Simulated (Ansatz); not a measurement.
Band-edge transport in semiconductors and insulators: Si (Fd-3m) under several functionals (Ansatz, a quantum-chemistry and plane-wave program, with spin-orbit coupling). The PBE cell:

Si is modelled in the cubic space group Fd-3m, origin choice 1 (No. 227), the diamond structure, Pearson symbol cF8. Lattice parameters: a = 5.470 Å, b = 5.470 Å, c = 5.470 Å, α = 90.00°, β = 90.00°, γ = 90.00°. Si on 8b has 4 Si at 2.369 Å (tetrahedral). (Neighbours: up to the widest gap in distance over summed covalent radii, below 1.35, at either atom.)
(The calculation used a cell of 2 atoms; values per cell refer to that cell.)

| Functional | cell relaxed with | volume (Å³/atom) | band gap | electron conductivity mass | hole conductivity mass | Seebeck coefficient, n-type 1e19 cm⁻³ |
|---|---|---|---|---|---|---|
| PBE | PBE | 20.46 | 0.59 eV | 0.29 mₑ | 0.36 mₑ | -311 μV/K |
| PBEsol | PBEsol | 20.06 | 0.45 eV | 0.28 mₑ | 0.35 mₑ | -309 μV/K |

For the band gap, PBE gives 0.59 eV and PBEsol 0.45 eV: PBE lies 32 % above.

Masses are for dilute carriers at 300 K, harmonic means over directions unless an axis is named. Seebeck coefficients are for the stated density at 300 K, with one relaxation time for all states and whether or not that doping can be reached.
